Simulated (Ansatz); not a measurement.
## InAs in the zinc blende structure (space group F-43m, No. 216)

```yaml
crystal:
  lattice:
    - [0.00000, 3.09316, 3.09316]
    - [3.09316, 0.00000, 3.09316]
    - [3.09316, 3.09316, 0.00000]
  atoms:
    - { symbol: As, position: [0.75000, 0.75000, 0.75000] }
    - { symbol: In, position: [0.00000, 0.00000, 0.00000] }
```

Computed with PBE (Ansatz, an electronic-structure program; PAW; 420 eV plane waves; no spin-orbit coupling). Γ-centred 9×9×9 mesh, Fermi–Dirac width 0.05 eV.

| Property | Value |
|---|---|
| Volume per atom | 29.59 Å³ |
| Density | 5.32 g/cm³ |
| Band gap | zero |
| Total energy | -5227.234 eV/atom (σ→0; compares only within this code and set-up) |

Whether these cells are dynamically stable was not tested. All final runs are without spin polarisation. A zero or small gap of InAs can be the functional's error rather than a property of the material.
